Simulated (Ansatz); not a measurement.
Consider the following.

```xyz
1
Lattice="0.0000 1.9217 1.9217 1.9217 0.0000 1.9217 1.9217 1.9217 0.0000" Properties=species:S:1:pos:R:3 pbc="T T T"
Ir     0.0000     0.0000     0.0000
```

The numbers are results of PBEsol, DFPT electron-phonon coupling, linearised Boltzmann equation (plane waves, PAW, scalar-relativistic; Ansatz, an electronic-structure program), not measurements. Condition of this run: hydrostatic pressure -4 GPa (the target of the relaxation). How the cell was made: relaxed with this functional, without spin-orbit coupling, then loaded as said.

**Question.** Estimate the phonon-limited resistivity at 300 K, by direction if it differs.

**Answer.** 4.7 μΩ·cm.

**Question.** And the electrons' mean free path at that temperature?

**Answer.** 8.6 nm, weighted by the current that each state carries. Wires not much wider than this gain resistivity from their walls.

A metal at this level (no band gap). Only scattering by harmonic phonons is included (no impurities, grain boundaries, electron-electron scattering or thermal expansion). Spin-orbit coupling is left out, which matters with elements this heavy. Halving the electron mesh (36x36x36) moves the resistivity by up to 1 % at 300 K, the mean free path by up to 6 %. Smearing 0.20 eV; phonons on a 6x6x6 q mesh, which this run doesn't test.
